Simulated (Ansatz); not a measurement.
Si under load (space group Imma), r2SCAN with spin-orbit coupling, rigid bands (Ansatz, a quantum-chemistry and plane-wave program). Condition of this run: uniaxial stress along [110] of 1 GPa (compression positive) (the target of the relaxation). Band gap 0.71 eV, N_c = 2.19e19 cm⁻³ and N_v = 1.00e19 cm⁻³ at 300 K, conductivity masses along z (a = (-0.01, 2.71, 2.73) Å; b = (2.71, -0.01, 2.73) Å; c = (2.71, 2.71, 0.00) Å) of 0.226 mₑ (electrons) and 0.343 mₑ (holes). Take k_BT = 0.02585 eV.

Q: Find the intrinsic carrier density and the intrinsic Fermi level.

A: n_i = √(N_c N_v) exp(−E_g/2k_BT) = 1.48e19 × exp(−13.73) = 1.6e13 cm⁻³. The level lies (k_BT/2) ln(N_v/N_c) = -10 meV from mid-gap (positive towards the conduction band). Each 0.1 eV added to the gap lowers n_i by a factor of 6.9.

Q: What thermal injection velocity √(2k_BT/πm) limits a ballistic channel along the direction named?

A: 1.13e7 cm/s for electrons and 9.19e6 cm/s for holes, a ratio of √(m_h/m_e) = 1.23, for dilute carriers.

Q: What built-in voltage has an abrupt junction with N_A = 1e17 and N_D = 1e17 cm⁻³, all dopants ionised?

A: V_bi = E_g/e − (k_BT/e) ln(N_c N_v/(N_A N_D)) = 0.71 − 0.02585 × 9.99 = 0.45 V, for the computed gap.

Rigid bands with the computed gap; masses take one relaxation time for all states.
